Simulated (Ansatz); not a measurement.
Given:

End structure of a constructed model of the (111) surface of fcc Au, p(2x2) layer of Sn, one a cell, on the site that continues the host's stacking (bottom of the slab: a bare face, its two planes held):

```yaml
crystal:
  lattice:
    - [5.87918, 0.00000, 0.00000]
    - [-2.93959, 5.09152, 0.00000]
    - [0.00000, 0.00000, 30.50000]
  atoms:
    - { symbol: Au, position: [0.16667, 0.83333, 0.26532] }
    - { symbol: Au, position: [0.16667, 0.33333, 0.26532] }
    - { symbol: Au, position: [0.66667, 0.83333, 0.26532] }
    - { symbol: Au, position: [0.66667, 0.33333, 0.26532] }
    - { symbol: Au, position: [0.33333, 0.66667, 0.34402] }
    - { symbol: Au, position: [0.33333, 0.16667, 0.34402] }
    - { symbol: Au, position: [0.83333, 0.66667, 0.34402] }
    - { symbol: Au, position: [0.83333, 0.16667, 0.34402] }
    - { symbol: Au, position: [0.50000, 0.50000, 0.42205] }
    - { symbol: Au, position: [0.49989, 0.99995, 0.42233] }
    - { symbol: Au, position: [0.00005, 0.50011, 0.42233] }
    - { symbol: Au, position: [0.00005, 0.99995, 0.42233] }
    - { symbol: Au, position: [0.66630, 0.33370, 0.50057] }
    - { symbol: Au, position: [0.66630, 0.83261, 0.50057] }
    - { symbol: Au, position: [0.16739, 0.33370, 0.50057] }
    - { symbol: Au, position: [0.16667, 0.83333, 0.50079] }
    - { symbol: Au, position: [0.83333, 0.16667, 0.57883] }
    - { symbol: Au, position: [0.83296, 0.66648, 0.57935] }
    - { symbol: Au, position: [0.33352, 0.16704, 0.57935] }
    - { symbol: Au, position: [0.33352, 0.66648, 0.57935] }
    - { symbol: Au, position: [0.99513, 0.00487, 0.65955] }
    - { symbol: Au, position: [0.99513, 0.49026, 0.65955] }
    - { symbol: Au, position: [0.50974, 0.00487, 0.65955] }
    - { symbol: Au, position: [0.50000, 0.50000, 0.66071] }
    - { symbol: Sn, position: [0.16667, 0.83333, 0.72819] }
```

Model: 25-atom slab, 14.3 Å thick at the start, 8x8x1 mesh, Fermi-Dirac 0.1 eV, dipole correction, 8 atoms held, the rest relaxed; symmetry of the start imposed; no spin, no spin-orbit, no U. It is one candidate, not shown to be the stable structure of the face.

Q: Give the work function of the top face at the level PBE run with Ansatz (a first-principles code).

A: 4.14 eV
